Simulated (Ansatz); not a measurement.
The parent structure is Be in the hcp (Mg type) structure (space group P6_3/mmc, No. 194; relaxed with 0.1 eV smearing).

```yaml
crystal:
  lattice:
    - [2.25515, 0.00000, 0.00000]
    - [-1.12758, 1.95302, 0.00000]
    - [0.00000, 0.00000, 3.55800]
  atoms:
    - { symbol: Be, position: [0.66667, 0.33333, 0.75000] }
    - { symbol: Be, position: [0.33333, 0.66667, 0.25000] }
```

Cartesian axes are those of the cell as printed.

All numbers come from Kohn–Sham DFT with the PBEsol functional, run in Ansatz (a quantum-chemistry and plane-wave program) with PAW and 420 eV plane waves, no SOC.

For the base:

Pressure: 0.0 GPa

The change: biaxial strain +2.50 %, plane normal [001], relaxed out of plane (Cartesian); in-plane vectors clamped, the third vector and the atoms free.

Question: How does this affect the pressure?

Answer: The pressure (mean of the normal stresses, compression positive) goes from zero to -5.1 GPa.

No phonon test of stability was made.
